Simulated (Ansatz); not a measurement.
The reference is MgO (space group P6_3/mmc, No. 194; a = 3.4939 Å, c = 4.1941 Å; a cell from a computed database, its experimental status unchecked). Axes: x lies along a and z along c of the hexagonal cell.

It is then changed as follows: uniaxial strain ε_xx = −1.70 %, all other strain components held at zero, atoms relaxed at fixed cell.

Levels (all Ansatz, a quantum-chemistry and plane-wave program, PAW): PBEsol (420 eV, no spin-orbit coupling); r2SCAN (500 eV, spin-orbit coupling left out).

The geometry is relaxed with PBEsol.

- PBEsol electron mass: 0.37 mₑ along z, 0.34 mₑ across (at Γ)
- PBEsol pressure: 22.6 kbar
- PBEsol lowest conduction level above the VBM at special points: Γ 3.35 eV; Z 6.38 eV; Y 6.89 eV; S 6.90 eV

Task: What does r2SCAN give at this geometry for the electron mass, pressure and lowest conduction level above the VBM at special points?

Result: The electron mass goes from 0.37 mₑ along z, 0.34 mₑ across (at Γ) to 0.40 mₑ along z, 0.36 mₑ across (at Γ); the pressure drops by 9.6 kbar (22.6 kbar → 13.0 kbar); the lowest conduction level above the VBM at special points becomes Γ 4.14 eV; Z 7.19 eV; Y 7.71 eV; S 7.72 eV (PBEsol: Γ 3.35 eV; Z 6.38 eV; Y 6.89 eV; S 6.90 eV).

Single points use the geometry relaxed with PBEsol. Their cutoffs differ, which shifts pressures a little. The levels and masses belong to the bands next to the band gap. Effective masses come from finite differences of ±0.01 Å⁻¹. Stability against distortions was not tested. This is not the structure that MgO has at room temperature and ambient pressure. Labels are those of the standard path for the cell's own space group.
